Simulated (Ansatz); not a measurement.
Pb in the fcc (Cu type) structure (space group Fm-3m, No. 225)

```yaml
crystal:
  lattice:
    - [0.00000, 2.51696, 2.51696]
    - [2.51696, 0.00000, 2.51696]
    - [2.51696, 2.51696, 0.00000]
  atoms:
    - { symbol: Pb, position: [0.00000, 0.00000, 0.00000] }
```

All numbers come from PBE (Ansatz, a first-principles code; PAW; 420 eV plane waves; no spin-orbit coupling). Γ-centred 16×16×16 mesh, Fermi–Dirac width 0.05 eV.

| Item | Value |
|---|---|
| Volume per atom | 31.89 Å³ |
| Density | 10.79 g/cm³ |
| Band gap | zero |
| Total energy | -11906.415 eV/atom (σ→0; compares only within this code and set-up) |

Stability against distortions was not tested.
